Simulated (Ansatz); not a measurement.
We consider BP (model structure, started from the GeS type, Pnma, No. 62, 8 atoms in the cell), described by r²SCAN+rVV10 (Ansatz, a first-principles code, plane waves, PAW).

Numerical settings: plane-wave cutoff 560 eV, 8×18×16 k mesh (along the axes of the cell as run), Fermi–Dirac smearing 0.05 eV, scalar-relativistic PAW data made under PBE.

Cell (relaxed at this level):

```
CELL_PARAMETERS angstrom
      6.24415     0.00000     0.00000
      0.00000     3.22314     0.00000
      0.00000     0.00000     5.37459
ATOMIC_POSITIONS crystal
  B  0.16271 0.25000 0.39995
  B  0.33729 0.75000 0.89995
  B  0.83729 0.75000 0.60005
  B  0.66271 0.25000 0.10005
  P  0.83841 0.25000 0.39217
  P  0.66159 0.75000 0.89217
  P  0.16159 0.75000 0.60783
  P  0.33841 0.25000 0.10783
```

Task: Give the computed band gap.

Result: 
band gap: 0.77 eV (on the SCF k mesh)

Note: the relaxation could raise the start's symmetry but not lower it, so the cell can be a saddle point.

A model structure was made by putting elements into a prototype or built by hand; it is no filed structure, need not be a known phase, and can be a saddle point held by its symmetry.
